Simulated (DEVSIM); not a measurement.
System: Schottky contact on p-type CdTe, at 300 K.

Layer 1 from the left is CdTe, thickness (μm) 18.0, Na (cm⁻³) 1.5e16, τn (s) 4.2e-10, τp (s) 4.2e-10. Layer 2 from the left is CdTe, thickness (μm) 1.70, Na (cm⁻³) 5e17, τn (s) 4.2e-10, τp (s) 4.2e-10.

Left contact: Schottky, work function 5.01 eV, emission velocity 9.8e6 cm/s. Right contact: ohmic. Voltage is applied to the left contact. Recombination: SRH at mid-gap, radiative, Auger. Mobility is μmin + (μ − μmin)/(1 + (N/Nref)^α).

This is a model device: material constants are rounded textbook-type values typed into the input, and sizes, dopings and lifetimes were drawn at random. Values at 300 K.

CdTe: gap (eV) 1.5, affinity (eV) 4.28, permittivity 10.2, Nc (cm⁻³) 8e17, Nv (cm⁻³) 1.8e19, μn (cm²/Vs) 1000, μp (cm²/Vs) 80, μn,min 100, μp,min 10, Nref,n 1e17, Nref,p 1e17, αn 0.6, αp 0.6, B (cm³/s) 1e-10, Cn (cm⁶/s) 1e-30, Cp (cm⁶/s) 1e-30.

Simulated with DEVSIM: 1D drift-diffusion, Boltzmann statistics, complete ionisation; no tunnelling, impact ionisation, image-force lowering or self-heating. Metal contacts follow the ideal Schottky-Mott rule: no Fermi-level pinning, no interface dipoles.

Dark forward current:

| |V| (V) | |J| (A/cm²) |
|---|---|
| 0.05 | 4.774e-6 |
| 0.10 | 3.626e-5 |
| 0.15 | 0.0002436 |
| 0.20 | 0.001598 |
| 0.25 | 0.01032 |
| 0.30 | 0.06441 |
| 0.35 | 0.3550 |
| 0.40 | 1.386 |
| 0.45 | 3.436 |
| 0.50 | 6.211 |
| 0.55 | 9.399 |
| 0.60 | 12.83 |
| 0.65 | 16.42 |
| 0.70 | 20.11 |
| 0.75 | 23.87 |
| 0.80 | 27.69 |
| 0.85 | 31.55 |
| 0.90 | 35.45 |
| 0.95 | 39.38 |
| 1.00 | 43.33 |
| 1.05 | 47.30 |
| 1.10 | 51.29 |
| 1.15 | 55.29 |
| 1.20 | 59.30 |
| 1.25 | 63.32 |
| 1.30 | 67.36 |

Problem. Work out the local ideality factor n = ΔV / (kT/q · ln(J2/J1)) between the rows 0.15 and 0.20 V, 1.25 and 1.30 V.

Solution. kT/q = 25.85 mV. From 0.15 to 0.20 V: ln(0.001598/0.0002436) = 1.881, n = 1.03, near the 1 of diffusion or emission over a barrier. From 1.25 to 1.30 V: ln(67.36/63.32) = 0.062, n = 31.27; the layers' resistance at their doping, Σ W/(qμN) = 0.012 Ω cm², would take 48 mV of this step of 50 mV.

Problem. Estimate the current at 0.20 V for emission alone, J0 = q v N_band exp(−φB/kT), and read the barrier back from the simulated current.

Solution. φB = 0.770 eV, N_band = 1.80e19 cm⁻³, J0 = 3.27e-6 A/cm²; J = J0 (exp(qV/kT) − 1) = 0.00749 A/cm². The simulation gives 0.00160 A/cm²; the estimate lies 370 % above. Read backwards, the simulated current gives an apparent barrier of 0.810 eV. The estimate leaves out transport through the depletion region and minority injection.
